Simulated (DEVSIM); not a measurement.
System: W/La2O3/n-InP capacitor, at 300 K.

Layer 1 from the left is La2O3, thickness (nm) 7.80. Layer 2 from the left is InP, thickness (nm) 4300, Nd (cm⁻³) 2.1e16.

Metal gate on the left, work function 4.6 eV. Fixed charge at the semiconductor interface 0 cm⁻² (in units of +e); no interface traps.

The device is made up for the run: typed textbook-type constants, with dimensions and the other settings drawn at random. Values at 300 K.

La2O3: gap (eV) 5.8, affinity (eV) 1.8, permittivity 27. InP: gap (eV) 1.344, affinity (eV) 4.38, permittivity 12.5, Nc (cm⁻³) 5.7e17, Nv (cm⁻³) 1.1e19.

DEVSIM, 1D Poisson equation in equilibrium, Boltzmann statistics, complete ionisation; no quantum confinement or tunnelling. Metal contacts follow the ideal Schottky-Mott rule: no Fermi-level pinning, no interface dipoles.

Task: What does the simulation give for the minimum of the low-frequency capacitance, the threshold voltage (band bending 2φF)?

Result: minimum of the low-frequency capacitance 0.0442 μF/cm²; threshold voltage (band bending 2φF) -0.99 V.
